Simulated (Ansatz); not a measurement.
**HfO2, pressure series**

Consider HfO₂ (space group Pca2_1, No. 29; a = 5.294 Å, b = 5.070 Å, c = 5.102 Å).

Cell and atoms are relaxed at each pressure.

All numbers come from Ansatz (a quantum-chemistry and plane-wave program) PBE, scalar-relativistic without spin-orbit coupling, earlier PAW set.

```csv
pressure (GPa),volume per atom (Å³/atom)
-2,11.535
-1,11.472
0,11.412
0.3,?
1.5,11.327
3,11.247
5,11.145
```

Problem. Fit the third-order Birch–Murnaghan form P(V) = (3B₀/2)[(V₀/V)^(7/3) − (V₀/V)^(5/3)]·[1 + (3/4)(B₀′ − 4)((V₀/V)^(2/3) − 1)] (squares taken in P) to the rows shown and predict the withheld row.

Solution. Least squares on the printed values gives V₀ = 11.412 Å³/atom, B₀ = 195 GPa, B₀′ = 6.8; this predicts 11.395 Å³/atom, and the run gives 11.397 Å³/atom, 0.002 higher.

Load acts through the strain it causes; cell and atoms are relaxed under it. Stability against distortions was not tested. Competing high-pressure phases were not computed. This is not the structure that HfO2 has at room temperature and ambient pressure.
